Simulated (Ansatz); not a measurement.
The reference is InSb in the zinc blende structure (space group F-43m, No. 216; a = 6.519 Å). Axes: x, y, z lie along the cube axes.

The values are results of plane-wave PAW DFT at the PBEsol level (Ansatz, an electronic-structure program, 420 eV), no SOC, not measurements.

Perturbation: every lattice vector is shortened by 2.00 %; the atoms relax in the strained cell.

Question: Predict the stress tensor and what it implies for the stiffness.

Answer: Stress of the strained cell less that of the base (GPa, compression positive):
```
    3.0     0.0     0.0
    0.0     3.0     0.0
    0.0     0.0     3.0
```

Then B = −ΔP/(ΔV/V₀) with ΔV/V₀ = -0.0588 gives secant stiffness values (nonlinear terms included at this strain): B ≈ 51 GPa.

As a check, the harmonic strain energy −½ V₀ Δσ:ε is 19 meV/atom; the computed energy rise is 18 meV/atom.

Whether these cells are dynamically stable was not tested. The final runs are not spin-polarised.
